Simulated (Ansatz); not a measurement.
Partial pair distribution functions of a relaxed model of amorphous Zr₂₀O₄₃Mo, broadened by 0.06 Å; density 5.46 g/cm³. Method: PBE, scalar-relativistic without spin-orbit coupling (plane waves to 420 eV, PAW; Ansatz, a program for electronic structure).

A CHGNet melt-quench gave the starting glass, which DFT then relaxed. O atoms were pushed apart under 1.9 Å during the dynamics, to hinder bonds among them. The hot cell started wider than the set density and was brought back towards it in steps. It is the lowest in DFT energy of 2 quenches. It is a model cell: composition and starting density were chosen by hand, and all elements were melted together. No dispersion term was used. Its density started from a set value of 5.23 and ended at 5.46 g/cm³. The simulated quench (nominally 300 K/ps over its main leg) is rapid and tends to freeze in more defects than a deposited or slowly cooled glass has. Values belong to this one cell and scatter from quench to quench. Volume and shape were free in the relaxation. On a 2×2×2 Γ-centred mesh force components of up to 0.14 eV/Å stay, since the relaxation ran on the zone centre alone.

```
r (Å)  g Zr-O  g O-Mo  g Zr-Zr  g O-O
-----  ------  ------  -------  -----
1.55     0.00    0.01     0.00   0.00
1.65     0.00    0.73     0.00   0.00
1.75     0.00    5.00     0.00   0.00
1.85     0.12    4.92     0.00   0.00
1.95     1.63    6.71     0.00   0.00
2.05     5.48    3.13     0.00   0.00
2.15     6.52    1.54     0.00   0.00
2.25     4.06    1.49     0.00   0.01
2.35     2.04    0.10     0.00   0.18
2.45     0.72    0.00     0.00   0.91
2.55     0.26    0.00     0.00   2.22
2.65     0.12    0.00     0.00   2.40
2.75     0.09    0.00     0.00   2.59
2.85     0.09    0.00     0.00   2.50
2.95     0.17    0.00     0.00   2.00
3.05     0.25    0.00     0.18   1.38
3.15     0.32    0.00     1.18   1.35
3.25     0.32    0.00     2.14   0.92
3.35     0.29    0.00     3.09   0.96
3.45     0.51    0.12     3.40   0.80
3.55     0.56    1.04     2.52   0.52
3.65     0.60    1.79     1.96   0.62
3.75     1.00    1.37     1.83   0.60
3.85     1.16    0.97     1.81   0.75
3.95     1.07    1.57     1.98   1.05
4.05     1.15    2.15     1.48   1.07
4.15     1.23    2.75     1.21   0.92
4.25     1.22    0.98     0.64   1.10
4.35     1.42    1.51     0.40   0.83
4.45     1.51    1.58     0.45   0.60
4.55     1.41    1.51     0.51   0.65
```

Within 2.66 Å each Zr has 6.70 O neighbours on average.
